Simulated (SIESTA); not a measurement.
Band structure of Cu2O (Pn-3m, 6 atoms in the cell).

```xyz
6
Lattice="4.2272 0.0000 0.0000 0.0000 4.2272 0.0000 0.0000 0.0000 4.2272" Properties=species:S:1:pos:R:3 pbc="T T T"
Cu     1.0568     1.0568     3.1704
Cu     1.0568     3.1704     1.0568
Cu     3.1704     3.1704     3.1704
Cu     3.1704     1.0568     1.0568
O      2.1136     2.1136     2.1136
O      0.0000     0.0000     0.0000
```

Level of theory: SIESTA 5.4.2 with LDA PW92, numerical atomic orbitals TZP, PseudoDojo LDA standard norm-conserving potentials (rewritten from UPF to PSML).

Settings: XC.functional = LDA; XC.authors = PW92; potentials = PseudoDojo LDA standard; PAO.BasisSize = TZP; PAO.EnergyShift = 0.005 Ry; MeshCutoff = 350 Ry; kgrid.MonkhorstPack = 5 5 5; OccupationFunction = FD; ElectronicTemperature = 10 K; MaxSCFIterations = 150; SCF.Mixer.Method = Pulay; SCF.Mixer.Weight = 0.1; SCF.Mixer.History = 6; SCF.DM.Tolerance = 1.0E-04.

The starting cell comes from a database of computed structures (which also holds hypothetical and non-ambient phases and stackings), without a prior relaxation at this level. Its lattice was rescaled by a random factor within 2.5 % of one. Values carry the incompleteness of an atom-centred basis.

Question: Predict the gap along the standard path and the places of the band edges.

Answer: The gap along the path is 0.58 eV, direct at Γ to within 0.01 eV.

Levels in eV from the top of the valence band on the path, bands 41 to 45:
```csv
point,41,42,43,44,45
Γ,-1.57,0.00,0.00,0.00,0.58
X,-1.24,-1.24,-0.43,-0.43,2.38
M,-1.27,-1.27,-0.70,-0.70,2.01
R,-1.17,-0.58,-0.58,-0.58,2.52
```

Higher empty bands are left out: an atom-centred basis made for the valence describes them poorly.
